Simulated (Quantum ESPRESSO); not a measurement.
Quantum ESPRESSO is run on Al₂InN₃ (Cmc2_1, 12 atoms in the cell), and the run fails. The aim is a self-consistent single point with DFT, PBEsol, plane waves, GBRV 1.5 ultrasoft (PBESOL) pseudopotentials.

Cell that was meant: a = 5.5018 Å, b = 5.5018 Å, c = 5.0820 Å, α = 90.00°, β = 90.00°, γ = 59.79°.

Part of the input:

```fortran
/
ATOMIC_SPECIES
Al    26.9815  al_pbesol_v1.uspp.F.UPF
In   114.8180  in_pbe_v1.4.uspp.F.UPF
N     14.0070  n_pbesol_v1.2.uspp.F.UPF
CELL_PARAMETERS alat
   0.866944465    -0.498404750     0.000000000
```

The program printed (abridged):

```
           3          10

 %%%%%%%%%%%%%%%%%%%%%%%%%%%%%%%%%%%%%%%%%%%%%%%%%%%%%%%%%%%%%%%%%%%%%%%%%%%%%%
     Error in routine set_dft_from_name (4):
      conflicting values for igcx
 %%%%%%%%%%%%%%%%%%%%%%%%%%%%%%%%%%%%%%%%%%%%%%%%%%%%%%%%%%%%%%%%%%%%%%%%%%%%%%

     stopping ...
```

### Question
From the messages shown, name the fault and mend the input.

### Answer
The fault is potentials made for another functional; here the program stops on it instead of giving results. To fix it, use potentials made for the functional of the run. The program stopped before any SCF iteration.

The sound input it was made from differs as follows (other fixes are possible):
```diff
-In   114.8180  in_pbe_v1.4.uspp.F.UPF
+In   114.8180  in_pbesol_v1.4.uspp.F.UPF
```

With that input, the run converged in 13 iterations: free energy E − TS -5638.2711 eV; top of the valence band (on the code's own zero) 8.98 eV; gap on the k-point mesh 2.59 eV; pressure 13.87 GPa; largest force (vector length) 0.223 eV/Å (DFT, PBEsol, plane waves, GBRV 1.5 ultrasoft (PBESOL) pseudopotentials).

On the sound input: the starting cell comes from a database of computed structures (which also holds hypothetical and non-ambient phases and stackings), without a prior relaxation at this level. Its lattice was rescaled by a random factor within 2.5 % of one. With a pressure of about 14 GPa the cell is away from its equilibrium volume at this level.
